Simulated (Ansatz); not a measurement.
Pressure series in Cu

The parent structure is Cu (space group P6_3/mmc, No. 194; a = 2.5150 Å, c = 8.2627 Å; a cell from a computed database, its experimental status unchecked).

Cell and atoms are relaxed at each pressure.

The values are results of PBEsol (Ansatz, a quantum-chemistry and plane-wave program), no spin-orbit coupling, not measurements.

```tsv
P (GPa)	V (Å³/atom)
-2.00	11.455
-1.00	11.384
0.30	11.295
0.70	11.268
1.51	11.216
3.00	11.123
5.01	11.004
7.51	10.866
10.01	10.738
```

A third-order Birch–Murnaghan fit to these points gives V₀ = 11.32 Å³/atom, B₀ = 168 GPa and B₀′ = 5.0. At pressure 10 GPa the volume is 94.9 % of V₀.

Load acts through the strain it causes; cell and atoms are relaxed under it. Whether these cells are dynamically stable was not tested. Competing high-pressure phases were not computed. The final runs are not spin-polarised. This is not the structure that Cu has at room temperature and ambient pressure.
